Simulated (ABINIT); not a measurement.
A self-consistent single point of Be (P6_3/mmc, 4 atoms in the cell) with ABINIT.

Computed with PBE, PAW (JTH v2.0 PBE PAW) (plane waves; ABINIT).

The change in words: lattice scaled by 0.98. Reference geometry:
```
Be
1.0
    2.31973     0.00000     0.00000
   -1.15986     2.00894     0.00000
    0.00000     0.00000     7.46374
Be
4
Direct
  0.00000   0.00000   0.00000
  0.00000   0.00000   0.50000
  0.33333   0.66667   0.25000
  0.66667   0.33333   0.75000
```

Reference input (self-consistent single point, DFT, PBE, plane waves, PAW (JTH v2.0 PBE PAW)): pseudos = [Be.GGA_PBE-JTH.xml]; ecut = 544 eV; pawecutdg = 1088 eV; pawxcdev = 0; ixc = 11; occopt = 7; tsmear = 0.136 eV; ngkpt = 16 16 5; nshiftk = 1; shiftk = 0 0 0; potentials = JTH v2.0 PBE PAW; nband = 13. This run's input differs from it in these lines:

```diff
@@ -3,6 +3,6 @@
 pseudos "Be.GGA_PBE-JTH.xml"
-acell 4.3836501914 4.3836501914 14.1044244654
+acell 4.2959766190 4.2959766190 13.8223355982
 rprim
-         1.0000000000    0.0000000218    0.0000000000
-        -0.5000000189    0.8660253929    0.0000000000
+         1.0000000000    0.0000001176    0.0000000000
+        -0.5000001018    0.8660253450    0.0000000000
          0.0000000000    0.0000000000    1.0000000000
@@ -14,5 +14,5 @@
          0.0000000000    0.0000000000    0.0000000000
-         0.0000000000    0.0000000000    7.0522122327
-        -0.0000000552    2.5309016180    3.5261061164
-         2.1918250681    1.2654508568   10.5783183491
+         0.0000000000    0.0000000000    6.9111677991
+        -0.0000002917    2.4802832574    3.4555838995
+         2.1479881637    1.2401418813   10.3667516986
 ecut 544 eV
```

Output, abridged:

```
--- !BeginCycle
solver: {iscf: 17, nstep: 50, nline: 4, wfoptalg: 10, }
tolerances: {tolvrs: 1.00E-10, }
...

     iter   Etot(hartree)      deltaE(h)  residm     nres2
 ETOT  1  -58.299301075530    -5.830E+01 2.971E+01 1.751E-01
 ETOT  2  -59.072224964944    -7.729E-01 1.768E-02 8.000E-02
 ETOT  3  -59.072124769607     1.002E-04 6.875E-03 2.645E-02
 ETOT  4  -59.072107937777     1.683E-05 1.319E-03 1.000E-04
 ETOT  5  -59.072107120645     8.171E-07 1.019E-03 5.559E-06
 ETOT  6  -59.072107104456     1.619E-08 5.695E-04 2.048E-07
 ETOT  7  -59.072107098124     6.332E-09 5.366E-04 7.696E-09
 ETOT  8  -59.072107095471     2.653E-09 1.602E-04 4.872E-10
 ETOT  9  -59.072107094551     9.205E-10 4.643E-04 9.462E-12
 At SCF step    9       nres2   =  9.46E-12 < tolvrs=  1.00E-10 =>converged.

 Cartesian components of stress tensor (hartree/bohr^3)
  sigma(1 1)=  9.78594058E-05  sigma(3 2)=  0.00000000E+00
  sigma(2 2)=  9.78594056E-05  sigma(3 1)=  0.00000000E+00
  sigma(3 3)=  2.40774398E-04  sigma(2 1)= -2.75681339E-13

 ----iterations are completed or convergence reached----

 reduced coordinates (array xred) for    4 atoms
       0.000000000000      0.000000000000     -0.000000000000
       0.000000000000      0.000000000000      0.500000000000
       0.333333333333      0.666666666667      0.250000000000
       0.666666666667      0.333333333333      0.750000000000
 cartesian forces (eV/Angstrom) at end:
    1      0.00000000000000    -0.00000000000000    -0.00000000000000
   [... lines left out ...]
 Fermi (or HOMO) energy (eV) =   7.03566   Average Vxc (eV)= -10.67749
   [... lines left out ...]
'-kT*entropy'       : -6.99198807171237E-05
total_energy        : -5.90721104925318E+01
total_energy_eV     : -1.60743387403262E+03
...

-Cartesian components of stress tensor (GPa)         [Pressure= -4.2807E+00 GPa]
- sigma(1 1)=  2.87912263E+00  sigma(3 2)=  0.00000000E+00
- sigma(2 2)=  2.87912263E+00  sigma(3 1)=  0.00000000E+00
- sigma(3 3)=  7.08382617E+00  sigma(2 1)= -8.11082365E-09

 Calculation completed.
```

The run converged in 9 iterations. Against the reference run the free energy goes down by 23.3 meV/atom and the pressure goes from -10.22 to -4.28 GPa.

The starting cell was generated: these elements placed on a structure prototype, without a prior relaxation; it need not be a known phase or ordering of this composition. Its lattice was rescaled by a random factor within 2.5 % of one. For this run, on top of that: lattice scaled by 0.98. With a pressure of about -4 GPa the cell is away from its equilibrium volume at this level.

Cost on one core of a shared machine: roughly 50 s.
